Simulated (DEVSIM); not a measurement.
## InP/In0.53Ga0.47As p-n heterojunction

Structure: InP/In0.53Ga0.47As p-n heterojunction, at 300 K.

```
layer (left to right)        material  thickness (μm)  Nd (cm⁻³)  Na (cm⁻³)   τn (s)   τp (s)
---------------------  --------------  --------------  ---------  ---------  -------  -------
1                                 InP            1.40          -     2.3e17  6.1e-10  6.1e-10
2                      In0.53Ga0.47As            4.80     1.3e16          -  6.1e-10  6.1e-10
```

Left contact: ohmic. Right contact: ohmic. Voltage is applied to the left contact. Recombination: SRH at mid-gap, radiative. Mobility is constant in doping.

The device is made up for the run: typed textbook-type constants, with dimensions and the other settings drawn at random. Values at 300 K.

```tsv
parameter	InP	In0.53Ga0.47As
gap (eV)	1.344	0.74
affinity (eV)	4.38	4.51
permittivity	12.5	13.9
Nc (cm⁻³)	5.7e17	2.1e17
Nv (cm⁻³)	1.1e19	7.7e18
μn (cm²/Vs)	5200	12000
μp (cm²/Vs)	170	300
B (cm³/s)	1.2e-10	9.6e-11
```

Model (solved in DEVSIM): 1D drift-diffusion, Boltzmann statistics, complete ionisation; no tunnelling, impact ionisation, image-force lowering or self-heating. Band offsets follow the typed affinities; no thermionic-emission limit at abrupt steps, no polarisation charge.

```yaml
potential_step_across_the_device_at_zero_bias: 1.042 V
largest_field_in_the_device_at_zero_bias: 160000 V/cm
Dark forward voltage at 1 A/cm²: 0.396 V
Dark forward voltage at 100 A/cm²: 0.679 V
```

Dark forward current:

```
V (V)  J (A/cm²)
-----  ---------
0.05     0.00059
0.10      0.0022
0.15      0.0068
0.20       0.020
0.25       0.060
0.30        0.17
0.35        0.44
0.40         1.1
0.45         2.5
0.50         5.8
0.55          13
0.60          30
0.65          66
0.70         140
0.75         260
0.80         470
0.85         790
0.90        1200
0.95        1900
1.00        2700
```
